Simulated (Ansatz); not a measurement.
The reference is W in the bcc (W type) structure (space group Im-3m, No. 229; a = 3.169 Å; relaxed with 0.1 eV smearing).

Calculations: r2SCAN (Ansatz, a quantum-chemistry and plane-wave program), no spin-orbit coupling.

For the base:

| Quantity | Result |
|---|---|
| Pressure | 0.0 GPa |
| Band gap | zero |

Now apply this change: an isotropic linear strain of −0.50 %; the atoms relax in the strained cell.

Q: Estimate the effect on the energy relative to the base.

A: The energy rises by 3.6 meV/atom.

Q: Estimate the effect on the pressure.

A: The pressure goes from zero to 5.0 GPa.

Q: What happens to the band gap?

A: The band gap stays zero.

Whether these cells are dynamically stable was not tested. All final runs are without spin polarisation.
